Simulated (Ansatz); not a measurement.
Consider K3CrF6 (space group Fm-3m, No. 225; a = 8.7193 Å; ferromagnetic; a cell from a computed database, its experimental status unchecked).

All numbers come from Ansatz (a program for electronic structure), r2SCAN, PAW, cutoff 500 eV, scalar-relativistic without spin-orbit coupling.

For the base:

```
Item               Result
---------------  --------
Volume per atom  16.57 Å³
```

One thing is altered: every Cr is replaced by Fe; the structure is relaxed again.

Tabulated Pauling electronegativity and covalent radius: Cr 1.66, 1.39 Å; Fe 1.83, 1.32 Å.

Q: Estimate the effect on the volume per atom.

A: The volume per atom rises by 0.354 Å³ to 16.93 Å³.

No phonon test of stability was made. For K3FeF6 in this form, whether it has been made was not checked. No Hubbard U is applied and the magnetic state is the run's own (K3FeF6 ferromagnetic; K3CrF6 ferromagnetic); other magnetic orders, which need larger cells, were not tried and can change the gap.
